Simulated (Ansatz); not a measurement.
We consider zinc-blende BeS, described by B3LYP (VWN-RPA form) in Ansatz (plane waves, PAW).

Run with plane-wave cutoff 460 eV, 10×10×10 k mesh, Fermi–Dirac smearing 0.01 eV, scalar-relativistic PAW data made under PBE.

Results at a series of volumes:

```json
[
 {"V (Å³/atom)": "13.923", "E − E_lowest (meV/atom)": "12.28", "P (GPa)": "5.45"},
 {"V (Å³/atom)": "14.223", "E − E_lowest (meV/atom)": "4.29", "P (GPa)": "3.11"},
 {"V (Å³/atom)": "14.655", "E − E_lowest (meV/atom)": "0.00", "P (GPa)": "0.14"},
 {"V (Å³/atom)": "15.022", "E − E_lowest (meV/atom)": "2.27", "P (GPa)": "-2.08"},
 {"V (Å³/atom)": "15.388", "E − E_lowest (meV/atom)": "9.32", "P (GPa)": "-4.05"}
]
```

Task: Fit the third-order Birch–Murnaghan equation and give B0 and B′.

Result: V0 = 14.677 Å³/atom, B0 = 93.5 GPa, B′ = 3.8 (fit to the energies at full precision).

Measured, for comparison: bulk modulus 105 GPa (room temperature, no zero-point or thermal correction; as tabulated in Narayana, Nesamony, Ruoff, Phys. Rev. B 56, no. 22 (1997)); equilibrium volume per atom 14.44 Å³/atom (room temperature, no zero-point or thermal correction; as tabulated in Narayana, Nesamony, Ruoff (BeS at high pressure; core.ac.uk copy)). Computed (rounded) less measured: bulk modulus -11 %, equilibrium volume per atom +1.7 %.

Computed values are for the static lattice.

Ansatz is a first-principles code.
